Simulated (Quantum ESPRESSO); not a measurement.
Worked example: self-consistent single point of TaGa3 (I4/mmm, 4 atoms in the cell) in Quantum ESPRESSO.

Method: LDA (PW92), PseudoDojo standard norm-conserving (LDA) pseudopotentials (plane waves; Quantum ESPRESSO).

The change in words: lattice scaled by 0.98. Reference geometry:
```xyz
4
Lattice="-1.8952 1.8952 4.3319 1.8952 -1.8952 4.3319 1.8952 1.8952 -4.3319" Properties=species:S:1:pos:R:3 pbc="T T T"
Ta     0.0000     0.0000     0.0000
Ga     0.0000     0.0000     4.3319
Ga     0.0000     1.8952     2.1659
Ga     1.8952     0.0000     2.1659
```

Reference input (self-consistent single point, DFT, LDA (PW92), plane waves, PseudoDojo standard norm-conserving (LDA) pseudopotentials): ecutwfc = 80 Ry; occupations = smearing; smearing = fermi-dirac; degauss = 0.0073499 Ry; potentials = {Ta: Ta.upf, Ga: Ga.upf}; K_POINTS = automatic 9 9 9 0 0 0; conv_thr = 1e-10 Ry. This run's input differs from it in these lines:

```diff
@@ -25,5 +25,5 @@
 Ta    0.000000000    0.000000000    0.000000000
-Ga    0.000000000    0.000000000    4.331880000
-Ga    0.000000000    1.895170000    2.165940000
-Ga    1.895170000    0.000000000    2.165940000
+Ga    0.000000000    0.000000000    4.245242000
+Ga    0.000000000    1.857267000    2.122621000
+Ga    1.857267000    0.000000000    2.122621000
 K_POINTS automatic
@@ -31,5 +31,5 @@
 CELL_PARAMETERS angstrom
-  -1.895170000     1.895170000     4.331880000
-   1.895170000    -1.895170000     4.331880000
-   1.895170000     1.895170000    -4.331880000
+  -1.857267000     1.857267000     4.245242000
+   1.857267000    -1.857267000     4.245242000
+   1.857267000     1.857267000    -4.245242000
```

Output (repeated stretches shortened):

```
     Self-consistent Calculation

     iteration #  1     ecut=    80.00 Ry     beta= 0.70

     Threshold (ethr) on eigenvalues was too large:
     Diagonalizing with lowered threshold

     total energy              =    -588.55614229 Ry
     estimated scf accuracy    <       0.08767037 Ry

     iteration #  2     ecut=    80.00 Ry     beta= 0.70

     total energy              =    -588.56575174 Ry
     estimated scf accuracy    <       0.05802542 Ry

     iteration #  3     ecut=    80.00 Ry     beta= 0.70

     total energy              =    -588.58103328 Ry
     estimated scf accuracy    <       0.01236858 Ry

   [... 6 blocks of this kind left out ...]

     iteration # 10     ecut=    80.00 Ry     beta= 0.70

     total energy              =    -588.58335718 Ry
     estimated scf accuracy    <          4.1E-10 Ry

     iteration # 11     ecut=    80.00 Ry     beta= 0.70
     End of self-consistent calculation

     the Fermi energy is    17.2382 ev

!    total energy              =    -588.58335718 Ry
     estimated scf accuracy    <          5.9E-12 Ry
     smearing contrib. (-TS)   =      -0.00191143 Ry
     internal energy E=F+TS    =    -588.58144575 Ry

     convergence has been achieved in  11 iterations

     Forces acting on atoms (cartesian axes, Ry/au):

     atom    1 type  1   force =     0.00000000    0.00000000    0.00000000
   [... zero for the other atoms too ...]

     Total force =     0.000000     Total SCF correction =     0.000000

          total   stress  (Ry/bohr**3)                   (kbar)     P=       29.23
   0.00019186   0.00000000   0.00000000           28.22        0.00        0.00
   0.00000000   0.00019186   0.00000000            0.00       28.22        0.00
   0.00000000   0.00000000   0.00021229            0.00        0.00       31.23

   JOB DONE.
```

The run converged in 11 iterations. Against the reference run the free energy falls by 9.2 meV/atom and the pressure goes from -5.77 to 2.92 GPa. The full log also holds: “c_bands:  1 eigenvalues not converged”.

The starting cell comes from a database of computed structures (which also holds hypothetical and non-ambient phases and stackings), without a prior relaxation at this level. For this run, on top of that: lattice scaled by 0.98. Spin-orbit coupling is off. Spin polarisation is off.

Cost on one core of a shared machine: roughly 3 min.
